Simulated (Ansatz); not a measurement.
A set of cells, compared by their density of states at the Fermi level.

Cell A: Cu (fcc, Fm-3m), 1 atom in the cell; spin state with PBE: run without spin, k-point mesh 28×28×28 on the run's own vectors.
```
Cu
1.0
    0.00000     1.81441     1.81441
    1.81441     0.00000     1.81441
    1.81441     1.81441     0.00000
Cu
1
Direct
  0.00000   0.00000   0.00000
```

Cell B: Ag (fcc, Fm-3m), 1 atom in the cell, k-point mesh 26×26×26 on the run's own vectors.
Space group Fm-3m (No. 225); a = b = c = 4.1482 Å, α = β = γ = 90.00°

| atom | site | symmetry | x | y | z |
|---|---|---|---|---|---|
| Ag | 4a | m-3m | 0.0000 | 0.0000 | 0.0000 |
(The calculation used a cell of 1 atom; values per cell refer to that cell.)

Cell C: Au (fcc, Fm-3m), 1 atom in the cell, k-point mesh 26×26×26 on the run's own vectors.
```yaml
crystal:
  lattice:
    - [0.00000, 2.07896, 2.07896]
    - [2.07896, 0.00000, 2.07896]
    - [2.07896, 2.07896, 0.00000]
  atoms:
    - { symbol: Au, position: [0.00000, 0.00000, 0.00000] }
```

Computed with Ansatz (plane waves, PAW), its PAW set soft_1, cutoff 420 eV. The structures are at rest with PBE. Neutral cells; Fermi-Dirac smearing of at most 0.10 eV in the solids, energies taken to zero width. Spin-orbit coupling is left out. A dispersion term ran beside these levels; it doesn't touch the electrons. Both spins, broadened by a Gaussian of 0.2 eV on the run's mesh.

### Question
Give the density of states at the Fermi level (states/eV per atom) at the level PBE, cell by cell.

### Answer
```
cell   PBE
----  ----
A     0.30
B     0.26
C     0.27
```

With PBE the value differs by no more than 0.04 states/eV per atom between the cells.

Ansatz is an electronic-structure program.
